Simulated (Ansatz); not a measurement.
Take CsI in the zinc blende structure (space group F-43m, No. 216; a = 8.743 Å; a hypothetical phase, not in the database extracts checked) as the base.

(Cell as relaxed with PBE.)

Levels (all Ansatz, a first-principles code, PAW): PBE (420 eV, no SOC); PBEsol (420 eV, without spin-orbit coupling).

Each level relaxes its own structure.

| base | PBE | PBEsol |
|---|---|---|
| volume per atom | 83.53 Å³ | 78.25 Å³ |
| lattice parameter a | 8.743 Å | 8.554 Å |
| band gap | 3.72 eV | 3.84 eV |

One thing is altered: cell and atoms relaxed at a pressure of 4.5 GPa.

```json
[
 {"quantity": "band gap", "PBE": "3.99 eV", "PBEsol": "?"},
 {"quantity": "electron mass", "PBE": "0.42 mₑ (at Γ)", "PBEsol": "?"},
 {"quantity": "gap character", "PBE": "indirect, W → Γ", "PBEsol": "?"}
]
```

Given the PBE results, estimate those of PBEsol.


- band gap, PBEsol: 3.95 eV
- electron mass, PBEsol: 0.41 mₑ (at Γ)
- gap character, PBEsol: indirect, W → Γ

PBE's band gap lies 0.030 eV above PBEsol's; the two agree on the gap character. Neither level is exact; PBEsol is the comparison here, not a measurement.

Spin-orbit coupling, missing from the scalar runs, can matter with I. Load acts through the strain it causes; cell and atoms are relaxed under it. Effective masses come from finite differences of ±0.01 Å⁻¹. Stability against distortions was not tested.
